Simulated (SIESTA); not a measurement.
# How far to go with the k-point mesh at a smearing width of 0.05 eV: Na (Im-3m, 1 atom in the cell)

```
CELL_PARAMETERS angstrom
     -2.14065     2.14065     2.14065
      2.14065    -2.14065     2.14065
      2.14065     2.14065    -2.14065
ATOMIC_POSITIONS crystal
  Na 0.00000 0.00000 0.00000
```

Level of theory: GGA PBE, numerical atomic orbitals TZP, PseudoDojo PBE standard norm-conserving potentials (rewritten from UPF to PSML) in SIESTA.

Base settings: XC.functional = GGA; XC.authors = PBE; potentials = PseudoDojo PBE standard; PAO.BasisSize = TZP; PAO.EnergyShift = 0.01 Ry; MeshCutoff = 300 Ry; kgrid.MonkhorstPack = 11 11 11; OccupationFunction = FD; ElectronicTemperature = 100 meV; MaxSCFIterations = 150.

In this ladder: ElectronicTemperature = 50 meV.

The second cell is the first with its lattice scaled by 0.98.

Only quantities that move along the ladder and can be compared are tabulated.

The starting cell has typed, rounded lattice constants, without a prior relaxation at this level. Its lattice was rescaled by up to half a per cent. Values carry the incompleteness of an atom-centred basis.

```csv
kgrid.MonkhorstPack,free energy less the last step's (meV/atom),energy of the compressed cell less the first (meV/atom),pressure (GPa)
4 4 4,94.38,0.95,-0.19
5 5 5,0.85,-1.79,-0.35
6 6 6,28.93,0.29,-0.22
7 7 7,-2.18,-0.92,-0.32
8 8 8,8.56,-0.60,-0.30
10 10 10,4.15,-0.92,-0.32
12 12 12,1.67,-1.02,-0.33
14 14 14,-0.04,-1.11,-0.33
17 17 17,0.32,-1.10,-0.33
21 21 21,0.28,-1.11,-0.33
26 26 26,0.00,-1.13,-0.34
```

Coarsest kgrid.MonkhorstPack that holds the pressure within 0.1 GPa of the last step, with all finer ones: 7 7 7; the step before is off by 0.11 GPa.

Coarsest kgrid.MonkhorstPack that holds the free energy within 1 meV/atom of the last step, with all finer ones: 14 14 14; the step before is off by 1.7 meV/atom.

Coarsest kgrid.MonkhorstPack that holds the energy of the compressed cell less the first within 1 meV/atom of the last step, with all finer ones: 7 7 7; the step before is off by 1.4 meV/atom.

The energy difference between the two cells stays within 1 meV/atom of the last step's from 7 7 7 on, the total only from 14 14 14 on: much of the error is common to both cells and cancels.
